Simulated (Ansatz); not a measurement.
The starting structures come from a database of crystals and need not be the phases stable at ambient conditions.

Here is the system:

```yaml
crystal:
  lattice:
    - [5.24720, 0.00000, 0.00000]
    - [-2.52053, 4.60218, 0.00000]
    - [1.01849, 1.71905, 5.00053]
  atoms:
    - { symbol: Li, position: [0.25974, 0.74026, 0.25000] }
    - { symbol: Li, position: [0.74026, 0.25974, 0.75000] }
    - { symbol: Li, position: [0.57584, 0.42416, 0.25000] }
    - { symbol: Li, position: [0.42416, 0.57584, 0.75000] }
    - { symbol: Zr, position: [0.90870, 0.09130, 0.25000] }
    - { symbol: Zr, position: [0.09130, 0.90870, 0.75000] }
    - { symbol: O, position: [0.00000, 0.50000, 0.00000] }
    - { symbol: O, position: [0.50000, 0.00000, 0.50000] }
    - { symbol: O, position: [0.30800, 0.15624, 0.98826] }
    - { symbol: O, position: [0.69200, 0.84376, 0.01174] }
    - { symbol: O, position: [0.84376, 0.69200, 0.51174] }
    - { symbol: O, position: [0.15624, 0.30800, 0.48826] }
```

Space group of this cell: C2/c. The cell is taken as given.

Transport runs along the normal of the first two printed cell vectors.

The gap is the functional's own, uncorrected, and κ follows it; spin-orbit coupling is left out. Mid-gap values are interpolated between the computed energies.

Q: Give the band gap and the smallest decay constant κ at mid-gap that r2SCAN (Ansatz, a first-principles code) yields.

A: Gap 4.46 eV on a 8×8×6 mesh; κ = 0.439 1/Å, at the zone centre.
